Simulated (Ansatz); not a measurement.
Base system: BeTe in the zinc blende structure (space group F-43m, No. 216).

```
CELL_PARAMETERS angstrom
      0.00000     2.82841     2.82841
      2.82841     0.00000     2.82841
      2.82841     2.82841     0.00000
ATOMIC_POSITIONS crystal
  Be 0.00000 0.00000 0.00000
  Te 0.25000 0.25000 0.25000
```

Cartesian axes are those of the cell as printed.

Level of theory: r2SCAN (Ansatz, a program for electronic structure, PAW, no spin-orbit coupling).

Strains are applied to the cell and any free atomic positions relax; under biaxial strain the out-of-plane vector relaxes too.

One change was made to it. Results:

| quantity | base | after |
|---|---|---|
| valence-band top at Γ (three highest levels, from the VBM) | 0.00, 0.00, 0.00 eV | 0.00, -0.19, -0.19 eV |
| energy relative to the base (free energy F) | 0 meV/atom | +8.3 meV/atom |
| smallest direct gap | 4.04 eV | 3.81 eV |
| hole mass | – | 0.13 mₑ out of plane, 0.71 mₑ in plane (at Γ) |

**Question.** Which change produced these results?
A. biaxial strain +1.25 %, plane normal [111], relaxed out of plane
B. biaxial strain +2.50 %, plane normal [111], relaxed out of plane
C. biaxial strain +0.83 %, plane normal [111], relaxed out of plane
D. biaxial strain +2.08 %, plane normal [111], relaxed out of plane

**Answer.** D, biaxial strain +2.08 %, plane normal [111], relaxed out of plane. For comparison, the valence-band top at Γ in the other runs: biaxial strain +2.50 %, plane normal [111], relaxed out of plane gives 0.00, -0.22, -0.22 eV; biaxial strain +0.83 %, plane normal [111], relaxed out of plane gives 0.00, -0.08, -0.08 eV; biaxial strain +1.25 %, plane normal [111], relaxed out of plane gives 0.00, -0.12, -0.12 eV.

With Te present, leaving out spin-orbit coupling can change the band edges. Masses are band curvatures over ±0.01 Å⁻¹ around the edge. Whether these cells are dynamically stable was not tested.
